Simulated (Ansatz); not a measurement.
Cu2ZnSnS4: energy against strain

Cu2ZnSnS4 (I-4, 20.436 Å³/atom and stress up to 0.01 GPa in the relaxed cell, c along z) under a strain ε along c (axis z), the other axes held. PBE in Ansatz, a plane-wave DFT program (PAW, default set), 420 eV, 9×9×9 Γ-centred mesh, Fermi-Dirac smearing 0.05 eV; ions are relaxed, or left where forces stay under 0.02 eV/Å, within the symmetry of each cell.

Here s stands for strain and y for E less E0.

```
strain (%)  E less E0 (meV/atom)
----------  --------------------
-3.00                          ?
-1.50                       1.35
-0.75                       0.33
0.00                        0.00
0.75                        0.33
1.50                        1.31
```

Question: Fit y against s with a parabola, and predict the withheld value at s = -3.00.

Answer: Least squares gives y = -0.002 - 0.0107·s + 0.5917·s². Residuals (row less fit): 0.005, -0.009, 0.002, 0.007, -0.003; standard error 0.009 (degrees of freedom: 2). Twice the quadratic coefficient over the volume, 2 × 0.5917 meV × 10⁴ × 0.1602 / 20.436 Å³, is the elastic constant C33 = 92.8 ± 0.7 GPa (± standard error of the fit, which holds the terms cut off). At the withheld row, y = -0.002 - 0.0107 × (-3.00) + 0.5917 × (-3.00)² = 5.355 meV/atom. The calculation gives 5.47 meV/atom, 0.115 meV/atom above the prediction (2.1 % of the range of y in the table). The row lies outside the fitted rows, so this is an extrapolation. From the scatter of the fitted rows alone, a prediction at this place has a standard error of 0.037 meV/atom, so the miss is 3.1 times that.

A polynomial of degree 3 through the 8 other runs of the series gives 5.47 there, so most of the miss is curvature that the fit leaves out. This level leaves no gap over 0.05 eV at strain 0.00, 0.75, 1.50 %. The start is a measured cell from the literature; how it stands against other phases or cation orders wasn't checked. Rows are the converged runs of the series near zero and its far end; series whose fitted rows scatter by over a few per cent of the range, as at a crossing or softening among them, aren't shown in this form, nor equations of state whose B0' disagrees with the runs' pressures. Most that stay on the fit to the last digits aren't either.
